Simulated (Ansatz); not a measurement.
Take BePd in the CsCl type structure (space group Pm-3m, No. 221; a = 2.798 Å; relaxed with 0.1 eV smearing) as the base. Axes: x, y, z lie along the cube axes.

All numbers come from Ansatz (a quantum-chemistry and plane-wave program) PBEsol, without spin-orbit coupling.

One thing is altered: uniaxial stress, 2 GPa compression along z, with the cell and atoms free to relax against it.

Question: What does the calculation give for the energy relative to the base, mean lateral Poisson ratio and secant Young's modulus along z after the change?

Answer: The energy goes up by 0.8 meV/atom; the mean lateral Poisson ratio comes out as 0.41; the secant Young's modulus along z amounts to 130 GPa.

Load acts through the strain it causes; cell and atoms are relaxed under it. Beyond what the load breaks, stability against distortions was not tested. All final runs are without spin polarisation.
